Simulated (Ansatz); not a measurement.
An Ansatz (a quantum-chemistry and plane-wave program) run: Ba2TaBiO6 with a change (Bi → P); PBEsol in Ansatz (plane waves to 420 eV, PAW, no spin-orbit coupling).

Input:

Ansatz 0.2 input:
```yaml
crystal:
  lattice:
    - [0, 4.0706986616, 4.0706986616]
    - [4.0706986616, 0, 4.0706986616]
    - [4.0706986616, 4.0706986616, 0]
  atoms:
    - { symbol: Ba, position: [0.25, 0.25, 0.25] }
    - { symbol: Ba, position: [0.75, 0.75, 0.75] }
    - { symbol: Ta, position: [0.5, 0.5, 0.5] }
    - { symbol: P, position: [0, 0, 0] }
    - { symbol: O, position: [0.2553898129, 0.7446101871, 0.7446101871] }
    - { symbol: O, position: [0.7446101871, 0.2553898129, 0.2553898129] }
    - { symbol: O, position: [0.2553898129, 0.2553898129, 0.7446101871] }
    - { symbol: O, position: [0.7446101871, 0.7446101871, 0.2553898129] }
    - { symbol: O, position: [0.2553898129, 0.7446101871, 0.2553898129] }
    - { symbol: O, position: [0.7446101871, 0.2553898129, 0.7446101871] }
basis: { ecutwfc: 420, ecutrho_ratio: 4, xc_grid: 2, fft_grid_basis: typed }
kpoints: { mp_grid: { grid: [7, 7, 7] } }
hamiltonian:
  xc: pbesol
  dispersion: none
  pseudopotentials: { kind: paw }
scf: { occupations: { method: fermi_dirac, width: 0.05 }, convergence: { dr2_threshold: 0.000000001 } }
output: { forces: true, stress: true }
checkpoint: { write: state.ck, write_every: 1000 }
```

Output (explanatory and most iteration lines left out):

```
Pseudopotential: Ba, paw, valence charge 10
Pseudopotential: Ta, paw, valence charge 13
Pseudopotential: P, paw, valence charge 5
Pseudopotential: O, paw, valence charge 6
Crystal: 10 atoms, lattice volume = 134.908 Å³
Basis set: ecut = 420 eV, 2685 PW (Γ), exchange–correlation on 80×80×80 points (8 copies of the dense FFT grid, shifted against one another)
Bands: 47, of which v1, the nominal top of the filled ones, is band 37 counted from 1 (36 counted from 0)
Symmetry: 48 space group operations
Space group: Fm-3m (ITA 225), of the structure as read, at distance tolerance 5.1e-5 Å
k-points: 20 of 343
Functional: x = pbesol(κ = 0.804, μ = 0.12345679012345678), c = pbesol(β = 0.046)
SCF iter   1: F=—  HF=-25646.609167 eV  |F-HF|=—  |Δ(HF+E_count)|=         —  Δρ=1.38e-2  dr2=2.02e-1  ethr=1.77e-3  ⟨swp⟩=11.9  Hψ=5180  notcnv=0  defer=11
SCF iter   2: F=—  HF=-25646.559729 eV  |F-HF|=—  |Δ(HF+E_count)|=   4.94e-2  Δρ=3.71e-3  dr2=1.48e-2  ethr=2.73e-4  ⟨swp⟩=2.9  Hψ=1813  notcnv=0  defer=45
SCF 1 converged in 8 iterations: F = -25646.556537 eV  dr2 = 1.05e-10
SCF converged after 8 iterations
Free energy (F): -25646.556537 eV
Internal energy: -25646.556537 eV  (E = F + TS)
E sigma→0 (E₀):  -25646.556537 eV
Fermi energy:    12.737163 eV
--- Forces (eV/Å), atoms counted from 1 ---
  atom   1  Ba     0.00000000     0.00000000    -0.00000000
  atom   2  Ba     0.00000000    -0.00000000    -0.00000000
  atom   3  Ta     0.00000000     0.00000000    -0.00000000
  atom   4  P     -0.00000000    -0.00000000     0.00000000
  atom   5  O     -0.00008208    -0.00000000     0.00000000
  atom   6  O      0.00008208     0.00000000    -0.00000000
  atom   7  O     -0.00000000     0.00000000     0.00008208
  atom   8  O     -0.00000000    -0.00000000    -0.00008208
  atom   9  O     -0.00000000     0.00008208     0.00000000
  atom  10  O      0.00000000    -0.00008208     0.00000000
--- Stress (GPa, compression-positive) ---
       -0.004697      -0.000000       0.000000
        0.000000      -0.004697      -0.000000
       -0.000000       0.000000      -0.004697
  P = ⅓ Tr σ = -0.0047 GPa (-0.047 kbar)
```

With Ta present, leaving out spin-orbit coupling can change the band edges. Stability against distortions was not tested. The cell was made from Ba2TaBiO6 by this change: Bi → P; the result is a hypothetical phase, not in the database extracts checked.
